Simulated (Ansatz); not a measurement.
**What biaxial strain −1.00 %, plane normal [001], relaxed out of plane does to Ti**

Take Ti in the hcp (Mg type) structure (space group P6_3/mmc, No. 194; a = 2.9398 Å, c = 4.6540 Å; relaxed with 0.1 eV smearing) as the base. Axes: x lies along a and z along c of the hexagonal cell.

The change: compressive biaxial strain of 1.00 % in the plane normal to [001], as in epitaxy on a mismatched substrate; the out-of-plane cell vector and the atoms relax.

Calculations: PBE (Ansatz, an electronic-structure program; PAW; 420 eV plane waves; scalar-relativistic without spin-orbit coupling). Γ-centred 23×23×13 mesh, Fermi–Dirac width 0.1 eV.

```json
[
 {"quantity": "space group", "base": "P6_3/mmc (No. 194)", "changed": "P6_3/mmc (No. 194)", "shift": "–"},
 {"quantity": "shortest interatomic distance", "base": "2.880 Å", "changed": "2.886 Å", "shift": "+0.006 Å"},
 {"quantity": "pressure (mean of the normal stresses, compression positive)", "base": "0.0 GPa", "changed": "1.3 GPa", "shift": "+1.3 GPa"},
 {"quantity": "band gap", "base": "zero", "changed": "zero", "shift": "–"},
 {"quantity": "out-of-plane strain", "base": "–", "changed": "+0.83 %", "shift": "–"},
 {"quantity": "mean in-plane stress (compression positive)", "base": "–", "changed": "+2.0 GPa", "shift": "–"}
]
```

Final structure (turned so that z lies along the plane normal):

```xyz
2
Lattice="2.9104 0.0000 0.0000 1.4552 2.5205 0.0000 0.0000 0.0000 4.6926" Properties=species:S:1:pos:R:3 pbc="T T T"
Ti     2.9104     1.6803     3.5194
Ti     1.4552     0.8402     1.1731
```

No phonon test of stability was made. All final runs are without spin polarisation.
